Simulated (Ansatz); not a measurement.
## Short convergence ladders for LaPt₃ (P4mm, 4 atoms in the cell)

```
LaPt3
1.0
    4.19336     0.00000     0.00000
    0.00000     4.19336     0.00000
    0.00000     0.00000     4.19336
La Pt
1 3
Direct
  0.00000   0.00000   0.01192
  0.00000   0.50000   0.50000
  0.50000   0.00000   0.50000
  0.50000   0.50000   0.00000
```

Base method: LDA (PW92), default PAW files made with PBE (plane waves; Ansatz, a program for electronic structure).

Base settings: basis.ecutwfc = 30.9 Ry; kpoints.mp_grid.grid = 7 7 7; hamiltonian.xc = lda; hamiltonian.pseudopotentials = {kind: paw} (the program's default PAW files); scf.occupations.method = gaussian; scf.occupations.width = 0.0073 Ry.

The count of work is k-points × plane waves × bands × iterations; it is no time. 

**The cutoff for other potential files**

Level: DFT, LDA (PW92), plane waves, harder PAW files (source: ansatz) made with PBE.

In this ladder: hamiltonian.pseudopotentials = {kind: paw, source: ansatz}.

The second cell is the first with its lattice scaled by 0.98.

The mesh stays at the base's, so the ladder's end is converged at best in this setting alone.

The first pressure column holds Ansatz's estimate of the finite-basis (Pulay) stress, which hides part of the cutoff error; the other is without it.

Only quantities that move along the ladder and can be compared are tabulated.

| basis.ecutwfc | free energy less the last step's (meV/atom) | energy of the compressed cell less the first (meV/atom) | pressure (GPa) | pressure without the Pulay estimate (GPa) | largest difference of a force vector from the last step's (eV/Å) | count of work / last |
|---|---|---|---|---|---|---|
| 19.8 Ry | 6981.69 | -154.74 | -18.52 | -276.28 | 0.183 | 0.11 |
| 24.3 Ry | 1458.11 | -6.19 | -5.35 | -82.56 | 0.030 | 0.16 |
| 30.9 Ry | 101.08 | -9.89 | -6.58 | -14.41 | 0.004 | 0.20 |
| 37.5 Ry | 6.05 | -9.63 | -6.39 | -6.82 | 0.000 | 0.28 |
| 44.1 Ry | 2.80 | -9.65 | -6.39 | -6.41 | 0.000 | 0.36 |
| 52.9 Ry | 2.09 | -9.65 | -6.40 | -6.42 | 0.000 | 0.46 |
| 66.1 Ry | 1.01 | -9.66 | -6.40 | -6.42 | 0.000 | 0.65 |
| 88.2 Ry | 0.00 | -9.66 | -6.40 | -6.40 | 0.000 | 1.0 |

Coarsest basis.ecutwfc that holds the energy of the compressed cell less the first within 2 meV/atom of the last step, with all finer ones: 30.9 Ry, at 0.20 of the last step's count of work; the step before is off by 3.5 meV/atom.

Coarsest basis.ecutwfc that holds the pressure within 0.05 GPa of the last step, with all finer ones: 37.5 Ry, at 0.28 of the last step's count of work; the step before is off by 0.18 GPa.

Coarsest basis.ecutwfc that holds the pressure without the Pulay estimate within 0.1 GPa of the last step, with all finer ones: 44.1 Ry, at 0.36 of the last step's count of work; the step before is off by 0.42 GPa.

At the lowest cutoff the pressure without the Pulay estimate lies 270 GPa under the last step's, the usual sign of Pulay stress in an incomplete plane-wave basis.

**The relaxed cell against the cutoff**

On LaPt₃ (Pm-3m, 4 atoms in the cell): atoms on their sites.

In this ladder: relax = cell and atoms.

The mesh stays at the base's, so the ladder's end is converged at best in this setting alone.

Only quantities that move along the ladder and can be compared are tabulated.

```csv
basis.ecutwfc,relaxed volume (Å³/atom),relaxation steps
15.4 Ry,18.919,15
18.4 Ry,17.724,32
21.7 Ry,17.653,13
26.1 Ry,17.721,8
30.9 Ry,17.720,5
37.1 Ry,17.716,7
46.3 Ry,17.720,5
61.7 Ry,17.720,5
```

Coarsest basis.ecutwfc that holds the relaxed volume within 0.035 Å³/atom of the last step, with all finer ones: 26.1 Ry; the step before is off by 0.067 Å³/atom.

At the lowest cutoff the cell relaxes to a volume 6.8 % larger than at the highest. Ansatz relaxes on a stress corrected for the finite basis.

On the base run: the starting cell comes from a database of computed structures (which also holds hypothetical and non-ambient phases and stackings), without a prior relaxation at this level. Its lattice was rescaled by up to half a per cent. One atom was moved a little off its site on purpose. Spin polarisation is off.

Keys are those of Ansatz 0.2.
